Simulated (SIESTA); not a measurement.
A user runs SIESTA on a (001) slab of CaMg6Mn (cut from a parent of space group no. 38; 16 atoms in the cell) and asks whether the run is sound. The aim is a self-consistent single point with DFT, GGA PBE, numerical atomic orbitals DZP, PseudoDojo PBE standard norm-conserving potentials (rewritten from UPF to PSML).

Cell that was meant: a = 5.1162 Å, b = 6.5349 Å, c = 26.3572 Å, α = 90.00°, β = 90.00°, γ = 90.00°.

Part of the input:

```
    0   0   1  0.0
%endblock kgrid.MonkhorstPack
OccupationFunction           FD
ElectronicTemperature        1000.0 meV
Spin                         polarized
%block DM.InitSpin
  1 +0.00
```

Output (repeated stretches shortened):

```
reinit: Reading from file input.fdf

reinit: System Name: CaMg6Mn
reinit: System Label: camg6mn

NOTE on units for spin output:
   [... lines left out ...]
initDM: WARNING: atom 10 has a closed-shell and cannot be polarized
initDM: WARNING: atom 11 has a closed-shell and cannot be polarized
initDM: WARNING: atom 12 has a closed-shell and cannot be polarized
initDM: WARNING: atom 13 has a closed-shell and cannot be polarized
initDM: WARNING: atom 14 has a closed-shell and cannot be polarized
DM filled with atomic data (user-defined):

InitMesh: MESH = 64 x 80 x 320 = 1638400
InitMesh: Mesh cutoff (required, used) =   400.000   407.383 Ry

stepf: Fermi-Dirac step function
        iscf     Eharris(eV)        E_KS(eV)     FreeEng(eV)     dDmax    Ef(eV) dHmax(eV)
   scf:    1   -27308.351362   -27383.767474   -27414.451329  1.343092 -3.053697 17.931209
     spin moment: {S} , |S| = {        0.0        0.0    6.09823 }     6.09823
   scf:    2   -27385.429563   -27395.029810   -27425.186436  0.389042 -3.373254  7.055809
     spin moment: {S} , |S| = {        0.0        0.0    5.90582 }     5.90582
   scf:    3   -27396.032957   -27396.504091   -27427.053441  0.066860 -3.243720  3.520799
   [... lines left out ...]
     spin moment: {S} , |S| = {        0.0        0.0    0.00806 }     0.00806
   scf:   49   -27393.977854   -27393.977863   -27428.136877  0.000325 -3.561407  0.000169
     spin moment: {S} , |S| = {        0.0        0.0    0.00475 }     0.00475
   scf:   50   -27393.977856   -27393.977859   -27428.136877  0.000209 -3.561410  0.000136
     spin moment: {S} , |S| = {        0.0        0.0    0.00224 }     0.00224
   scf:   51   -27393.977863   -27393.977861   -27428.136877  0.000087 -3.561410  0.000147
     spin moment: {S} , |S| = {        0.0        0.0    0.00148 }     0.00148
SCF Convergence by DM+H criterion
max |DM_out - DM_in|         :     0.0000865327
max |H_out - H_in|      (eV) :     0.0001473605
SCF cycle converged after 51 iterations

Using DM_out to compute the final energy and forces

siesta: E_KS(eV) =           -27393.9779

siesta: E_KS - E_eggbox =    -27393.9779

siesta: Atomic forces (eV/Ang):
     1   -0.000000    0.000000    1.546475
     2   -0.000000    0.000000    0.006049
     3    0.000000   -0.108472   -0.067528
     4    0.000000    0.108472   -0.067528
     5    0.000000    0.000000    0.289901
     6    0.000000   -0.058226   -0.261266
     7   -0.000000    0.058226   -0.261266
     8    0.000000    0.000000    0.235492
     9   -0.000000   -0.273970   -0.442144
    10    0.000000    0.273970   -0.442144
   [... lines left out ...]
siesta: FreeEng =    -27428.136877
siesta: Cell volume =        881.232026 Ang**3
siesta:          20.08334185         13.00769642  kBar
   [... lines left out ...]
    13    -0.150317   10.150317   -0.000017  Mg
    14    -0.125290   10.125290   -0.000009  Mg
    15     0.087738   14.912262    0.001037  Mn
    16    -0.050671   15.050671    0.000562  Mn
 Total    -0.000000                0.001478

siesta: Electric dipole (a.u.)  =    0.000000    0.000000    0.169967
siesta: Electric dipole (Debye) =    0.000000    0.000000    0.432012
```

### Question
Can these results be used? Check the input.

### Answer
The run is not sound. The fault is a smearing width that is far too large. A width of many tenths of an electronvolt moves electrons far across the Fermi level or the gap, and the free energy and its derivatives carry a large smearing term. To fix it, use a width small against the gap or band features. The run converged in 51 iterations without an error; against the sound input the free energy falls by 1.04 eV/atom, the largest force goes from 1.437 to 1.546 eV/Å and the size of the net moment goes from 0.48 to 0.00 μB/atom.

An input that runs soundly differs in these lines (not the only fix; some lines may just follow from the change or write a value another way):
```diff
-ElectronicTemperature        1000.0 meV
+ElectronicTemperature        100.0 meV
```

With that input, the run converged in 20 iterations: free energy E − TS -27411.4677 eV; Fermi level (on the code's own zero) -3.19 eV; pressure averaged over the cell with its vacuum 0.93 GPa; largest force (vector length) 1.437 eV/Å; size of the cell's spin moment 7.62 μB (DFT, GGA PBE, numerical atomic orbitals DZP, PseudoDojo PBE standard norm-conserving potentials (rewritten from UPF to PSML)).

On the sound input: the starting cell comes from a database of computed structures (which also holds hypothetical and non-ambient phases and stackings), without a prior relaxation at this level. The slab is cut from that crystal, and its faces are unrelaxed. The magnetic order is the one reached from the typed start; others were not searched systematically. Values carry the incompleteness of an atom-centred basis. Forces in this geometry exceed 1 eV/Å. Without a gap this mesh is coarse (it stands for a supercell whose shortest in-plane vector is 15 Å).
